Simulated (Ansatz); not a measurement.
The starting structures come from a database of crystals and need not be the phases stable at ambient conditions.

Tunnelling through a barrier is set by its complex band structure: the current falls as exp(−2κd) with the smallest κ.

Input:

```xyz
12
Lattice="5.1975 0.0000 0.0000 0.0000 11.3278 0.0000 0.0000 2.6033 4.7657" Properties=species:S:1:pos:R:3 pbc="T T T"
Cd     3.9099     9.3408     3.5600
Cd     1.3111     4.5902     1.2057
Cd     1.3111     9.7331     0.2519
Cd     3.9099     4.1979     4.5139
P      2.0888     7.4961     3.4883
P      4.6875     6.4349     1.2774
P      4.6875     1.9451     3.4266
P      2.0888    11.9859     1.3391
P      3.1110    11.7442     3.2336
P      0.5123     2.1868     1.5321
P      0.5123     8.1597     2.0978
P      3.1110     5.7713     2.6679
```

Space group of this cell: Pna2_1. The cell is taken as given; by PBEsol its mean pressure is -1.2 GPa.

Transport runs along the normal of the first two printed cell vectors.

No gap correction and no spin-orbit coupling; mid-gap values are interpolated between computed energies.

**Question.** Estimate the band gap and the smallest decay constant κ at mid-gap that PBEsol run with Ansatz (a quantum-chemistry and plane-wave program) returns for this system.

**Answer.** Gap 1.43 eV on a 6×6×6 mesh; κ = 0.170 1/Å, at (0.500, 0.000) of the in-plane reciprocal vectors. At the zone centre, at the nearest computed energy, the slowest state has κ = 0.22 1/Å.
